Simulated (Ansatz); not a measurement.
Worked example: self-consistent single point of a (110) slab of SiC (cut from a parent of space group no. 216; 12 atoms in the cell) in Ansatz (an electronic-structure program).

Method: LDA (PW92), default PAW files made with PBE (plane waves; Ansatz).

```xyz
12
Lattice="4.3818 0.0000 0.0000 0.0000 3.0984 0.0000 0.0000 0.0000 21.7460" Properties=species:S:1:pos:R:3 pbc="T T T"
C      1.0955     2.3238     7.0000
C      3.2864     0.7746     8.5492
C      1.0955     2.3238    10.0984
C      3.2864     0.7746    11.6476
C      1.0955     2.3238    13.1968
C      3.2864     0.7746    14.7460
Si     0.0000     2.3238     8.5492
Si     2.1909     0.7746     7.0000
Si     0.0000     2.3238    11.6476
Si     2.1909     0.7746    10.0984
Si     0.0000     2.3238    14.7460
Si     2.1909     0.7746    13.1968
```

Reference input (self-consistent single point, DFT, LDA (PW92), plane waves, default PAW files made with PBE): basis.ecutwfc = 420 eV; kpoints.mp_grid.grid = 5 7 1; hamiltonian.xc = lda; hamiltonian.pseudopotentials = {kind: paw} (the program's default PAW files); scf.occupations.method = fermi_dirac; scf.occupations.width = 0.05 eV. This run's input differs from it in these lines:

Ansatz 0.2 input:
```diff
@@ -21,3 +21,3 @@
 kpoints:
-  mp_grid: { grid: [5, 7, 1] }
+  mp_grid: { grid: [9, 12, 1] }
 hamiltonian:
```

Output (repeated stretches shortened):

```
SCF iter   1: F=—  HF=-5106.242604 eV  |F-HF|=—  |Δ(HF+E_count)|=         —  Δρ=6.00e-3  dr2=1.82e-1  ethr=1.77e-3  ⟨swp⟩=8.1  Hψ=7763  notcnv=0  defer=88
all-band conjugate gradients solve this SCF's bands
preconditioner: auto → LDOS
SCF iter   2: F=—  HF=-5106.252833 eV  |F-HF|=—  |Δ(HF+E_count)|=   1.02e-2  Δρ=5.38e-3  dr2=2.41e-1  ethr=3.79e-4  ⟨swp⟩=4.1  Hψ=3044  notcnv=0  defer=127
   [... lines left out ...]
SCF iter   5: F=—  HF=-5106.203062 eV  |F-HF|=—  |Δ(HF+E_count)|=   3.31e-4  Δρ=8.29e-5  dr2=3.20e-5  ethr=3.42e-6  ⟨swp⟩=2.4  Hψ=2007  notcnv=0  defer=125
SCF iter   6: F=—  HF=-5106.203055 eV  |F-HF|=—  |Δ(HF+E_count)|=   6.19e-6  Δρ=3.79e-5  dr2=6.81e-6  ethr=6.66e-8  ⟨swp⟩=2.6  Hψ=2451  notcnv=0  defer=125
SCF iter   7: F=—  HF=-5106.203056 eV  |F-HF|=—  |Δ(HF+E_count)|=   7.80e-7  Δρ=1.12e-5  dr2=2.55e-7  ethr=1.42e-8  ⟨swp⟩=2.5  Hψ=1712  notcnv=0  defer=125
SCF iter   8: F=-5106.203057 eV  HF=-5106.203057 eV  |F-HF|=2.52e-8  |Δ(HF+E_count)|=   4.85e-7  Δρ=3.43e-6  dr2=5.08e-8  ethr=2.08e-10  ⟨swp⟩=18.9  Hψ=7985  notcnv=0
SCF 1 converged in 8 iterations: F = -5106.203057 eV  dr2 = 5.08e-8
Free energy (F): -5106.203057 eV
Internal energy: -5106.197259 eV  (E = F + TS)
E sigma→0 (E₀):  -5106.200158 eV
Entropy (-TS):   -0.005797 eV (-0.483 meV/atom)
Fermi energy:    1.173702 eV
--- Forces (eV/Å), atoms counted from 1 ---
  atom   1  C      1.99554237     0.00000000    -0.08174862
  atom   2  C      0.85894534    -0.00000000    -0.41031478
  atom   3  C      0.10081132     0.00000000     0.25105908
  atom   4  C      0.10081132    -0.00000000    -0.25105908
  atom   5  C      0.85894534     0.00000000     0.41031478
  atom   6  C      1.99554237     0.00000000     0.08174862
  atom   7  Si     0.31516650    -0.00000000    -0.93747074
  atom   8  Si    -2.95372180     0.00000000     1.97546373
  atom   9  Si    -0.31680154     0.00000000    -0.00940433
   [... lines left out ...]
  atom  12  Si     0.31516650     0.00000000     0.93747074
--- Stress (GPa, compression-positive) ---
       -6.859739      -0.000000       0.000000
       -0.000000      -5.229104      -0.000000
        0.000000      -0.000000      -4.780955
  P = ⅓ Tr σ = -5.6233 GPa (-56.233 kbar)
  The stress holds the Pulay correction. Without it, at fixed plane waves, as pw.x and ABINIT print it: P = -5.7873 GPa
```

The run converged in 8 iterations. Against the reference run the free energy is nearly the same (within 1 meV/atom), the largest force moves little (3.554 to 3.553 eV/Å) and the gap on the mesh goes from 0.471 to 0.225 eV.

The starting cell has typed, rounded lattice constants, without a prior relaxation at this level. The slab is cut from that crystal, and its faces are unrelaxed. Its lattice was rescaled by up to half a per cent. Spin polarisation is off, though cut faces can carry moments; a gap of a slab can lie between surface states. Forces in this geometry exceed 1 eV/Å.

Cost on one core of a shared machine: roughly 40 s.
